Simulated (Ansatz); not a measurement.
For Ta2SnN (model structure, started from the MAX type, P6₃/mmc, No. 194, 8 atoms in the cell), PBE (PAW; Ansatz, a program for electronic structure) gives:

| Item | Result |
|---|---|
| lattice parameter a | 3.270 Å |
| c axis length | 13.579 Å |
| bulk modulus B0 | 173 GPa |
| cohesive energy | 6.55 eV/atom |

Question: What does r²SCAN (Ansatz, plane waves, PAW) give for the same quantities?

Answer: 
- lattice constant a: 3.265 Å (falls by 0.2 %)
- lattice parameter c: 13.405 Å (shrinks by 1.3 %)
- bulk modulus: 179 GPa (increases by 3.5 %)
- cohesive energy: 6.40 eV/atom (decreases by 0.15 eV/atom)

Changes are worked out from the printed values.

Unless a cell is named, each level is at its own relaxed cell (PBE 15.72, r²SCAN 15.47 Å³/atom).

Levels without +SOC leave out spin–orbit coupling, which shifts energies and cells of such heavy elements.

Caveats: the bulk modulus is −V dP/dV from two relaxed cells at ±2 % in volume (PBE, r²SCAN). Ansatz's density-functional and Hartree–Fock values are scalar-relativistic unless marked +SOC, with PAW data made under PBE.

A model structure was made by putting elements into a prototype or built by hand; it is no filed structure, need not be a known phase, and can be a saddle point held by its symmetry.
